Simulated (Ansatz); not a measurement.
The parent structure is SrTe in the rock salt structure (space group Fm-3m, No. 225; a = 6.719 Å).

All numbers come from PBE in Ansatz (plane waves to 420 eV, PAW, no spin-orbit coupling).

Before the change:

Pressure: -0.01 GPa
Valley order: X along ⟨100⟩ 1.78 eV; Γ 2.75 eV

Perturbation: the cell is scaled by 1.0200 in all directions, atoms relaxed at fixed cell.

**Question.** How does this affect the mean gap deformation potential ΔEg/Δln V?

**Answer.** The mean gap deformation potential ΔEg/Δln V comes out as +2.2 eV.

**Question.** Predict the new pressure.

**Answer.** The pressure shrinks by 1.695 GPa to -1.70 GPa.

**Question.** Estimate the effect on the energy relative to the base.

**Answer.** The energy increases by 13 meV/atom.

**Question.** Estimate the effect on the valley order.

**Answer.** The valley order (the lowest conduction-band minima on the path, energy above the VBM, named in the base's zone) becomes X along ⟨100⟩ 1.92 eV; Γ 2.50 eV (base: X along ⟨100⟩ 1.78 eV; Γ 2.75 eV).

Spin-orbit coupling, missing from the scalar runs, can matter with Te. The cells carry an imposed strain or load. Whether these cells are dynamically stable was not tested.

Ansatz is a program for electronic structure.
